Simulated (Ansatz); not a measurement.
The starting structures come from a database of crystals and need not be the phases stable at ambient conditions.

Inside the gap of an insulator the Bloch states are evanescent, with a wavenumber k + iκ along the transport direction.

Input:

```
K2PbO3
1.0
    6.01774     0.00000     0.00000
    0.00000     6.36227     0.00000
    0.00000     2.54870     5.82946
K Pb O
4 2 6
Direct
  0.26476   0.19657   0.47747
  0.76476   0.80343   0.52253
  0.26476   0.52253   0.80343
  0.76476   0.47747   0.19657
  0.73115   0.10033   0.89967
  0.23115   0.89967   0.10033
  0.99515   0.89875   0.83455
  0.49515   0.10125   0.16545
  0.99515   0.16545   0.10125
  0.49515   0.83455   0.89875
  0.12404   0.62288   0.37712
  0.62404   0.37712   0.62288
```

Space group of this cell: Cmc2_1. The cell is taken as given.

Transport runs along the normal of the first two printed cell vectors.

The gap is the functional's own, uncorrected, and κ follows it; spin-orbit coupling is left out. Mid-gap values are interpolated between the computed energies.

Q: Give the band gap and the smallest decay constant κ at mid-gap that PBEsol (Ansatz, a program for electronic structure) yields.

A: Gap 1.37 eV on a 6×6×6 mesh; κ = 0.251 1/Å, at the zone centre.
